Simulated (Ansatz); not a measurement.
```xyz
5
Lattice="7.8467 0.0000 0.0000 3.9234 6.7954 0.0000 3.9234 -2.2651 3.1633" Properties=species:S:1:pos:R:3 pbc="T T T"
Cs     0.0000     0.0000     0.0000
Pb     3.9234     2.2651     1.5817
Cl     3.9234     0.0000     0.0000
Cl     1.9617     3.3977     0.0000
Cl     9.8084     1.1326     3.1633
```

No spin polarisation.

Computed with Kohn–Sham DFT with the LDA functional, run in Ansatz (a program for electronic structure) with PAW and 420 eV plane waves, scalar-relativistic without spin-orbit coupling. Γ-centred 6×6×6 mesh, Fermi–Dirac width 0.05 eV.

Task: Predict the space group.

Result: R-3m (No. 166).

Task: Predict the electron mass.

Result: 0.15 mₑ out of plane, 0.30 mₑ in plane (at R).

Task: Predict the gap character.

Result: Direct at T.

Task: What is the computed band gap?

Result: 1.50 eV.

Spin-orbit coupling, missing from the scalar runs, can matter with Pb. The cells carry an imposed strain or load. Effective masses come from finite differences of ±0.01 Å⁻¹. Stability against distortions was not tested. The cell was made from CsPbCl₃ in the cubic perovskite structure (space group Pm-3m, No. 221) by this change: biaxial strain +0.50 %, plane normal [111], relaxed out of plane. Many cubic perovskites are stable only at high temperature; tilts and polar distortions were not tested. This is not the structure that CsPbCl3 has at room temperature and ambient pressure.
